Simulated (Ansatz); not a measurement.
The reference is Sr₃BiN in the anti-perovskite structure (space group Pm-3m, No. 221; a cell from a computed database, its experimental status unchecked).

```xyz
5
Lattice="5.1710 0.0000 0.0000 0.0000 5.1710 0.0000 0.0000 0.0000 5.1710" Properties=species:S:1:pos:R:3 pbc="T T T"
Sr     2.5855     2.5855     0.0000
Sr     0.0000     2.5855     2.5855
Sr     2.5855     0.0000     2.5855
Bi     0.0000     0.0000     0.0000
N      2.5855     2.5855     2.5855
```

Levels (all Ansatz, a first-principles code, PAW): PBEsol (420 eV, no spin-orbit coupling); r2SCAN (500 eV, without spin-orbit coupling); HSE06 (420 eV, no SOC).

One geometry, relaxed with PBEsol, under each level:

```json
[
 {"level": "PBEsol", "band gap": "0.20 eV", "lowest conduction level above the VBM at special points": "Γ 0.20 eV; X 1.44 eV; R 1.86 eV; M 2.11 eV", "pressure": "0.00 GPa"},
 {"level": "r2SCAN", "band gap": "?", "lowest conduction level above the VBM at special points": "?", "pressure": "?"},
 {"level": "HSE06", "band gap": "0.90 eV", "lowest conduction level above the VBM at special points": "Γ 0.90 eV; X 2.18 eV; R 2.70 eV", "pressure": "–"}
]
```

**Question.** Give the withheld r2SCAN results.

**Answer.** 
- r2SCAN, band gap: 0.54 eV
- r2SCAN, lowest conduction level above the VBM at special points: Γ 0.54 eV; X 1.78 eV; R 2.29 eV; M 2.64 eV
- r2SCAN, pressure: 1.53 GPa

Single points use the geometry relaxed with PBEsol. Their cutoffs differ, which shifts pressures a little. With Bi present, leaving out spin-orbit coupling can change the band edges. Whether these cells are dynamically stable was not tested. The zero or small gap of Sr3BiN can change with the level of theory.
